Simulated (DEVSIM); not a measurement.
Device: illuminated Ge n-on-p cell, one wavelength, at 300 K.

Layer 1 from the left is Ge, thickness (μm) 0.270, Nd (cm⁻³) 9.2e17, τn (s) 1e-6, τp (s) 1.3e-7, absorption coefficient (cm⁻¹) 1300. Layer 2 from the left is Ge, thickness (μm) 160, Na (cm⁻³) 1.2e16, τn (s) 1.1e-6, τp (s) 1.1e-6, absorption coefficient (cm⁻¹) 1300.

Left contact: ohmic, minority hole recombination velocity 100 cm/s. Right contact: ohmic, minority electron recombination velocity 6e6 cm/s. Voltage is applied to the left contact. Recombination: SRH at mid-gap, radiative, Auger. Light enters at the left, 7.8e17 photons cm⁻² s⁻¹, one pass, no reflection. Mobility is constant in doping.

Constants are typed, rounded textbook-type inputs, not results; the design itself was drawn at random and stands for no fabricated device. Values at 300 K.

Ge: gap (eV) 0.664, affinity (eV) 4, permittivity 16, Nc (cm⁻³) 1.04e19, Nv (cm⁻³) 6e18, μn (cm²/Vs) 3900, μp (cm²/Vs) 1900, B (cm³/s) 6.4e-14, Cn (cm⁶/s) 1e-31, Cp (cm⁶/s) 1e-31.

DEVSIM, 1D drift-diffusion, Boltzmann statistics, complete ionisation; no tunnelling, impact ionisation, image-force lowering or self-heating.

### Question
What does the simulation give for the potential step across the device at zero bias, the largest field in the device at zero bias?

### Answer
potential step across the device at zero bias 0.441 V; largest field in the device at zero bias 52000 V/cm.
